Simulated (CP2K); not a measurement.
Worked example: self-consistent single point of ZnHg₃ (Fm-3m, 4 atoms in the cell) in CP2K.

Computed with PBEsol, GPW, DZVP-MOLOPT-SR-GTH basis, GTH-PBE potentials (GTH_POTENTIALS) run with CP2K.

The change in words: lattice scaled by 0.98. Reference geometry:
```
ZnHg3
1.0
    5.20109     0.00000     0.00000
    2.60054     4.50427     0.00000
    2.60054     1.50143     4.24667
Zn Hg
1 3
Direct
  0.00000   0.00000   0.00000
  0.25000   0.25000   0.25000
  0.75000   0.75000   0.75000
  0.50000   0.50000   0.50000
```

Reference input (self-consistent single point, DFT PBEsol, GPW, DZVP-MOLOPT-SR-GTH basis, GTH-PBE potentials (GTH_POTENTIALS)): CUTOFF = 600 Ry; REL_CUTOFF = 60 Ry; SMEAR/METHOD = GAUSSIAN; SIGMA = 0.2 eV; KPOINTS/SCHEME = MONKHORST-PACK 8 8 8; GAMMA_CENTERED = T; XC_FUNCTIONAL = PBE:PBESOL; Zn/BASIS_SET = DZVP-MOLOPT-SR-GTH-q12; Zn/POTENTIAL = GTH-PBE-q12; Hg/BASIS_SET = DZVP-MOLOPT-SR-GTH-q12; Hg/POTENTIAL = GTH-PBE-q12; METHOD = GPW. This run's input differs from it in these lines:

```diff
@@ -67,5 +67,5 @@
     &CELL
-      A 5.20108700 0.00000000 0.00000000
-      B 2.60054400 4.50427400 0.00000000
-      C 2.60054400 1.50142500 4.24667000
+      A 5.09706600 0.00000000 0.00000000
+      B 2.54853300 4.41418900 0.00000000
+      C 2.54853300 1.47139600 4.16173700
       PERIODIC XYZ
```

Output (repeated stretches shortened):

```
 SCF WAVEFUNCTION OPTIMIZATION

  Step     Update method      Time    Convergence         Total energy    Change
     1 NoMix/Diag. 0.30E+00      -     1.05613189      -183.8622023571 -1.84E+02
     2 Broy./Diag. 0.30E+00      -     0.03700488      -185.3838258524 -1.52E+00
     3 Broy./Diag. 0.30E+00      -     0.09200592      -184.3600131773  1.02E+00
     4 Broy./Diag. 0.30E+00      -     0.01212587      -183.5412699811  8.19E-01
     5 Broy./Diag. 0.30E+00      -     0.00308072      -183.5090339090  3.22E-02
     6 Broy./Diag. 0.30E+00      -     0.00658661      -183.5406678076 -3.16E-02
   [... 6 lines left out ...]
    13 Broy./Diag. 0.30E+00      -     0.00000438      -183.5377552570 -1.44E-05
    14 Broy./Diag. 0.30E+00      -     0.00000183      -183.5377591906 -3.93E-06
    15 Broy./Diag. 0.30E+00      -     0.00000019      -183.5377588859  3.05E-07
    16 Broy./Diag. 0.30E+00      -     0.00000008      -183.5377584359  4.50E-07
  *** SCF run converged in    16 steps ***

  Overlap energy of the core charge distribution:               0.00000000005188
  Self energy of the core charge distribution:               -293.44845212391044
  Core Hamiltonian energy:                                     90.65208747777983
  Hartree energy:                                              45.65864632068580
  Exchange-correlation energy:                                -26.39948281125515
  Smearing free energy correction:                             -0.00055729918032
  Fermi energy:                                                 0.22551794725096

  Total energy:                                              -183.53775843586882
  Total energy (extrapolated to sigma->0):                   -183.53747978627865

                     Mulliken Population Analysis

   [... lines left out ...]

 STRESS| Analytical stress tensor [bar]
 STRESS|                        x                   y                   z
 STRESS|      x       -2.36201945254E+04  -7.70319352935E+00  -5.44697626167E+00
 STRESS|      y       -7.70319352935E+00  -2.36113096880E+04  -3.18858732620E+00
 STRESS|      z       -5.44697626167E+00  -3.18858732620E+00  -2.36090775858E+04
 STRESS| 1/3 Trace                                            -2.36135272664E+04
```

The run converged in 16 iterations. Against the reference run the free energy goes down by 27.9 meV/atom and the pressure goes from -3.64 to -2.36 GPa.

The starting cell comes from a database of computed structures (which also holds hypothetical and non-ambient phases and stackings), without a prior relaxation at this level. Its lattice was rescaled by a random factor within 2.5 % of one. For this run, on top of that: lattice scaled by 0.98. Values carry the incompleteness of an atom-centred basis. The potentials were made for another functional than the one used.

Cost on one core of a shared machine: roughly 90 s.
